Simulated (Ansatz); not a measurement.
Take AlRu in the CsCl type structure (space group Pm-3m, No. 221; a = 3.005 Å; relaxed with 0.1 eV smearing) as the base.

Method: DFT with PBE, PAW potentials and a 420 eV plane-wave cutoff in Ansatz (a quantum-chemistry and plane-wave program), no spin-orbit coupling.

Before the change:

| Property | Result |
|---|---|
| Pressure | 0.0 GPa |

The change: every lattice vector is stretched by 1.50 %; the atoms relax in the strained cell.

What does the calculation give for the pressure and energy relative to the base after the change?

The pressure goes from zero to -8.2 GPa; the energy goes up by 17 meV/atom.

Stability against distortions was not tested. All final runs are without spin polarisation.
